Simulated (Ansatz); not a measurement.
Ansatz (a first-principles code) run on Sr2H5Rh (I4mm, 8 atoms in the cell): relaxation of the atoms.

Method: LDA (PW92), default PAW files made with PBE (plane waves; Ansatz).

The change in words: one atom moved by 0.15 angstrom; relax: default → atoms; relax.f_tol: default → 0.02 eV/Å. Reference geometry:
```yaml
crystal:
  lattice:
    - [-2.68171, 2.68171, 3.89768]
    - [2.68171, -2.68171, 3.89768]
    - [2.68171, 2.68171, -3.89768]
  atoms:
    - { symbol: Sr, position: [0.74937, 0.24937, 0.50000] }
    - { symbol: Sr, position: [0.24937, 0.74937, 0.50000] }
    - { symbol: H, position: [0.77278, 0.21576, 0.00000] }
    - { symbol: H, position: [0.21576, 0.21576, 0.44298] }
    - { symbol: H, position: [0.21576, 0.77278, 0.00000] }
    - { symbol: H, position: [0.77278, 0.77278, 0.55702] }
    - { symbol: H, position: [0.23950, 0.23950, 0.00000] }
    - { symbol: Rh, position: [0.00769, 0.00769, 0.00000] }
```

Reference input (self-consistent single point, DFT, LDA (PW92), plane waves, default PAW files made with PBE): basis.ecutwfc = 420 eV; kpoints.mp_grid.grid = 7 7 7; hamiltonian.xc = lda; hamiltonian.pseudopotentials = {kind: paw} (the program's default PAW files); scf.occupations.method = fixed. This run's input differs from it in these lines:

```diff
@@ -13,3 +13,3 @@
     - { symbol: H, position: [0.772780, 0.772780, 0.557020] }
-    - { symbol: H, position: [0.239500, 0.239500, 0.000000] }
+    - { symbol: H, position: [0.258742, 0.258742, 0.000000] }
     - { symbol: Rh, position: [0.007690, 0.007690, 0.000000] }
@@ -24,2 +24,4 @@
   occupations: { method: fixed }
+relax:
+  f_tol: 0.02
 output:
```

The program printed (abridged):

```
   [... SCF lines of the steps left out ...]
relax step   1: F+E_penalty+E_count = -13250.29299299 eV  Δ(F+E_penalty+E_count) = +0.000e0 eV  max|allowed force component| = 7.144e-1 eV/Å  Δτ_max = 0.0000 Å  (6 SCF iters, dr2 threshold 1.00e-5 eV, accepted)
relax step   2: F+E_penalty+E_count = -13250.37031998 eV  Δ(F+E_penalty+E_count) = -7.733e-2 eV  max|allowed force component| = 2.811e-1 eV/Å  Δτ_max = 0.1943 Å  (6 SCF iters, dr2 threshold 3.19e-5 eV, accepted)
relax step   3: F+E_penalty+E_count = -13250.37626443 eV  Δ(F+E_penalty+E_count) = -5.944e-3 eV  max|allowed force component| = 5.101e-2 eV/Å  Δτ_max = 0.0466 Å  (5 SCF iters, dr2 threshold 4.94e-6 eV, accepted)
relax step   4: F+E_penalty+E_count = -13250.37658430 eV  Δ(F+E_penalty+E_count) = -3.199e-4 eV  max|allowed force component| = 1.807e-2 eV/Å  Δτ_max = 0.0077 Å  (6 SCF iters, accepted)
the relaxation is at rest under the 8 symmetry operations that the run kept from its start: a minimum is not shown …
Free energy (F): -13250.376584 eV
Internal energy: -13250.376584 eV  (E = F + TS)
E sigma→0 (E₀):  -13250.376584 eV
Fermi energy:    7.372700 eV
--- Forces (eV/Å), atoms counted from 1 ---
  atom   1  Sr     0.00000000    -0.00000000    -0.00287099
  atom   2  Sr    -0.00000000     0.00000000    -0.00287099
  atom   3  H     -0.00078763     0.00078763    -0.00182590
  atom   4  H     -0.00078763    -0.00078763    -0.00182590
  atom   5  H      0.00078763    -0.00078763    -0.00182590
  atom   6  H      0.00078763     0.00078763    -0.00182590
   [... lines left out ...]
    - { symbol: H, position: [0.21679801148959155, 0.7769478042490727, 0.0] }
    - { symbol: H, position: [0.7769478042490727, 0.7769478042490727, 0.5601497927594811] }
    - { symbol: H, position: [0.2390808079305905, 0.2390808079305905, -8.085910746293477e-20] }
    - { symbol: Rh, position: [0.012711184607393186, 0.012711184607393186, -8.085910746293354e-20] }
```

The run converged. 

Summary of the result:
```
Quantity                                                  Result
------------------------------------------------  --------------
Free energy E − TS (on the zero of these files)   -13250.3766 eV
Top of the valence band (on the code's own zero)         7.37 eV
Gap on the k-point mesh                                  0.64 eV
Pressure                                               -3.45 GPa
Largest force (vector length)                         0.018 eV/Å
Relaxation steps                                               4
```

The starting cell comes from a database of computed structures (which also holds hypothetical and non-ambient phases and stackings), without a prior relaxation at this level. Its lattice was rescaled by up to half a per cent. For this run, on top of that: one atom moved by 0.15 angstrom. The relaxation keeps the symmetry of its start, so its end need not be a minimum. Ansatz's pressure includes its estimate of the finite-basis (Pulay) stress.

Cost on one core of a shared machine: roughly 60 s.

Keys are those of Ansatz 0.2.
